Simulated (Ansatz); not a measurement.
```yaml
crystal:
  lattice:
    - [0.00000, 1.92645, 1.92645]
    - [1.92645, 0.00000, 1.92645]
    - [1.92645, 1.92645, 0.00000]
  atoms:
    - { symbol: Pt, position: [0.00000, 0.00000, 0.00000] }
```

No spin polarisation.

Computed with Ansatz (a first-principles code) PBE, no SOC. Settings: 28×28×28 k-points, 0.1 eV Fermi–Dirac smearing.

Q: Estimate the pressure.

A: 28.8 GPa.

Q: Estimate the band gap.

A: Zero.

The cells carry an imposed strain or load. Whether these cells are dynamically stable was not tested. The final runs are not spin-polarised. The cell was made from Pt in the fcc (Cu type) structure (space group Fm-3m, No. 225) by this change: isotropic strain −3.00 %.
